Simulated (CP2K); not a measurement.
# CP2K run on CuCl (F-43m, 2 atoms in the cell): self-consistent single point

Method of the run: PBE, GPW, DZVP-MOLOPT-SR-GTH basis, GTH-PBE potentials (GTH_POTENTIALS) in CP2K.

The input file:

```
&GLOBAL
  PROJECT bulk
  RUN_TYPE ENERGY_FORCE
  PRINT_LEVEL MEDIUM
&END GLOBAL
&FORCE_EVAL
  METHOD Quickstep
  STRESS_TENSOR ANALYTICAL
  &DFT
    BASIS_SET_FILE_NAME BASIS_MOLOPT
    POTENTIAL_FILE_NAME GTH_POTENTIALS
    &QS
      METHOD GPW
      EPS_DEFAULT 1E-10
    &END QS
    &MGRID
      CUTOFF 600
      REL_CUTOFF 60
      NGRIDS 5
    &END MGRID
    &SCF
      SCF_GUESS ATOMIC
      EPS_SCF 1E-7
      MAX_SCF 100
      ADDED_MOS 4
      &DIAGONALIZATION
        ALGORITHM STANDARD
      &END DIAGONALIZATION
      &MIXING
        METHOD BROYDEN_MIXING
        ALPHA 0.4
        NBUFFER 10
      &END MIXING
      &SMEAR ON
        METHOD FERMI_DIRAC
        ELECTRONIC_TEMPERATURE [K] 580.23
      &END SMEAR
    &END SCF
    &KPOINTS
      SCHEME MONKHORST-PACK 9 9 9
    &END KPOINTS
    &XC
      &XC_FUNCTIONAL PBE
      &END XC_FUNCTIONAL
    &END XC
    &PRINT
      &MO
        EIGENVALUES T
        OCCUPATION_NUMBERS T
        NDIGITS 8
        FILENAME mo
        &EACH
          QS_SCF 0
        &END EACH
        ADD_LAST NUMERIC
      &END MO
      &MULLIKEN ON
      &END MULLIKEN
    &END PRINT
  &END DFT
  &SUBSYS
    &CELL
      A 3.82544800 0.00000000 0.00000000
      B 1.91272400 3.31293500 0.00000000
      C 1.91272400 1.10431200 3.12346500
      PERIODIC XYZ
    &END CELL
    &COORD
      Cu       0.00000000     0.00000000     0.00000000
      Cl       1.91272400     1.10431175     0.78086625
    &END COORD
    &KIND Cu
      BASIS_SET DZVP-MOLOPT-SR-GTH
      POTENTIAL GTH-PBE-q11
    &END KIND
    &KIND Cl
      BASIS_SET DZVP-MOLOPT-SR-GTH
      POTENTIAL GTH-PBE-q7
    &END KIND
  &END SUBSYS
  &PRINT
    &FORCES ON
    &END FORCES
    &STRESS_TENSOR ON
    &END STRESS_TENSOR
  &END PRINT
&END FORCE_EVAL
```

The program printed (abridged):

```
 GLOBAL| Method name                                                        CP2K
 GLOBAL| Project name                                                       bulk
 GLOBAL| Run type                                                   ENERGY_FORCE

 CELL| Volume [angstrom^3]:                                            39.585111
 CELL| Vector a [angstrom]:       3.825     0.000     0.000   |a| =     3.825448
 CELL| Vector b [angstrom]:       1.913     3.313     0.000   |b| =     3.825448
 CELL| Vector c [angstrom]:       1.913     1.104     3.123   |c| =     3.825448
 CELL| Angle (b,c), alpha [degree]:                                    59.999995
 CELL| Angle (a,c), beta  [degree]:                                    59.999999
 CELL| Angle (a,b), gamma [degree]:                                    59.999999
 CELL| Numerically orthorhombic:                                              NO
 CELL| Periodicity                                                           XYZ

 DFT| Spin restricted Kohn-Sham (RKS) calculation                            RKS
 DFT| Multiplicity                                                             1
 DFT| Number of spin states                                                    1
 DFT| Charge                                                                   0
 DFT| XC density smoothing                                                  NONE
 DFT| XC derivatives                                                          PW

 QS| Method:                                                                 GPW
 QS| Density plane wave grid type                        NON-SPHERICAL FULLSPACE
 QS| Number of grid levels:                                                    5
 QS| Density cutoff [a.u.]:                                                300.0
 QS| Multi grid cutoff [a.u.]: 1) grid level                               300.0
   [... lines left out ...]
 BRILLOUIN| Wavefunction type                                            COMPLEX
 BRILLOUIN| List of Kpoints [2 Pi/Bohr]                                      365
 BRILLOUIN| Number           Weight            X              Y              Z
 BRILLOUIN|     1           0.00274       -0.44444       -0.44444       -0.44444
 BRILLOUIN|     2           0.00274       -0.44444       -0.44444       -0.33333
 BRILLOUIN|     3           0.00274       -0.44444       -0.44444       -0.22222
   [... 362 lines left out ...]
 *******************************************************************************

 Extrapolation method: initial_guess

 Re-scaling the density matrix to get the right number of electrons
                  # Electrons              Trace(P)               Scaling factor
                           18                18.000                        1.000

 Number of electrons:                                                         18
 Number of occupied orbitals:                                                  9
 Number of molecular orbitals:                                                13

 Number of orbital functions:                                                 38
 Number of independent orbital functions:                                     38
 SCF WAVEFUNCTION OPTIMIZATION

  Step     Update method      Time    Convergence         Total energy    Change
     1 NoMix/Diag. 0.40E+00      -     0.75067255       -63.1697279103 -6.32E+01
     2 Broy./Diag. 0.40E+00      -     0.08864923       -63.2538716327 -8.41E-02
     3 Broy./Diag. 0.40E+00      -     0.02769881       -62.9352248700  3.19E-01
     4 Broy./Diag. 0.40E+00      -     0.00610276       -63.1099977965 -1.75E-01
     5 Broy./Diag. 0.40E+00      -     0.00242068       -63.1311261455 -2.11E-02
     6 Broy./Diag. 0.40E+00      -     0.00115103       -63.1169778108  1.41E-02
     7 Broy./Diag. 0.40E+00      -     0.00008235       -63.1231146013 -6.14E-03
     8 Broy./Diag. 0.40E+00      -     0.00002552       -63.1235472895 -4.33E-04
     9 Broy./Diag. 0.40E+00      -     0.00000081       -63.1234650464  8.22E-05
    10 Broy./Diag. 0.40E+00      -     0.00000086       -63.1234735855 -8.54E-06
    11 Broy./Diag. 0.40E+00      -     0.00000002       -63.1234777687 -4.18E-06
  *** SCF run converged in    11 steps ***

  Electronic density on regular grids:        -17.9999999827        0.0000000173
  Core density on regular grids:               17.9999999981       -0.0000000019
  Total charge density on r-space grids:        0.0000000154
  Total charge density g-space grids:           0.0000000154

  Overlap energy of the core charge distribution:               0.00000000273725
  Self energy of the core charge distribution:                -98.11654101366642
  Core Hamiltonian energy:                                     29.79283653322688
  Hartree energy:                                              15.94856180334612
  Exchange-correlation energy:                                -10.74833346508000
  Electronic entropic energy:                                  -0.00000162928652
  Fermi energy:                                                 0.14313591500933

  Total energy:                                               -63.12347776872371
  Total energy (extrapolated to T->0):                        -63.12347695408045

                     Mulliken Population Analysis

 #  Atom  Element  Kind  Atomic population                           Net charge
       1     Cu       1         10.870077                              0.129923
       2     Cl       2          7.129923                             -0.129923
 # Total charge                             18.000000                 -0.000000

 ENERGY| Total FORCE_EVAL ( QS ) energy [hartree]            -63.123477642442985

 FORCES| Atomic forces [hartree/bohr]
 FORCES|   Atom     x               y               z               |f|
 FORCES|      1  2.67442333E-10  6.82375584E-08 -5.18583108E-07   5.23053415E-07
 FORCES|      2  1.10394921E-09 -6.74513914E-08  5.19145469E-07   5.23510197E-07
 FORCES| Sum     1.37139154E-09  7.86166986E-10  5.62361147E-10
 FORCES| Total atomic force                                       1.67780313E-09

 STRESS| Analytical stress tensor [bar]
 STRESS|                        x                   y                   z
 STRESS|      x        1.37564753335E+04   1.52094745538E+00   1.07547229256E+00
 STRESS|      y        1.52094745538E+00   1.37509719437E+04   5.98487268843E-01
 STRESS|      z        1.07547229256E+00   5.98487268843E-01   1.37533822157E+04
 STRESS| 1/3 Trace                                             1.37536098310E+04
```

The run converged in 11 iterations.

The starting cell has typed, rounded lattice constants, without a prior relaxation at this level. Values carry the incompleteness of an atom-centred basis.

Cost on one core of a shared machine: roughly 70 s.
